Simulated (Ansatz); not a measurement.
The parent structure is Ta in the bcc (W type) structure (space group Im-3m, No. 229; a = 3.306 Å; relaxed with 0.1 eV smearing).

Calculations: r2SCAN (Ansatz, a program for electronic structure), no spin-orbit coupling, earlier PAW set.

For the base:

* **Pressure**: 0.0 GPa

Modification: the cell is scaled by 1.0066 in all directions; the atoms relax in the strained cell.

**Question.** How does this affect the energy relative to the base and pressure?

**Answer.** The energy increases by 4.4 meV/atom; the pressure goes from zero to -3.8 GPa.

Whether these cells are dynamically stable was not tested. The final runs are not spin-polarised.
